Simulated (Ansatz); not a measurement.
Rb2LiTlBr6, response to strain

Take Rb2LiTlBr6 (space group Fm-3m, No. 225; a = 10.8139 Å; a cell from a computed database, its experimental status unchecked) as the base. Axes: x, y, z lie along the cube axes.

Strains are applied to the cell and any free atomic positions relax; under biaxial strain the out-of-plane vector relaxes too.

Level of theory: PBEsol, PAW, 420 eV (Ansatz, a program for electronic structure; no spin-orbit coupling), earlier PAW set.

Candidates:
(a) biaxial strain −2.34 %, plane normal [001], relaxed out of plane
(b) biaxial strain −1.16 %, plane normal [110], relaxed out of plane
(c) strain tensor (xx, yy, zz, yz, xz, xy) = (+0.11, −0.34, −1.35, −1.33, +0.37, +2.21) %
(d) biaxial strain −3.19 %, plane normal [001], relaxed out of plane

Notes on the quantities. energy relative to the base: free energy F.

Problem. Order them by energy relative to the base, highest first.

Solution. (d) biaxial strain −3.19 %, plane normal [001], relaxed out of plane (+8.9 meV/atom), (a) biaxial strain −2.34 %, plane normal [001], relaxed out of plane (+4.6 meV/atom), (c) strain tensor (xx, yy, zz, yz, xz, xy) = (+0.11, −0.34, −1.35, −1.33, +0.37, +2.21) % (+3.4 meV/atom), (b) biaxial strain −1.16 %, plane normal [110], relaxed out of plane (+1.0 meV/atom)

No phonon test of stability was made.
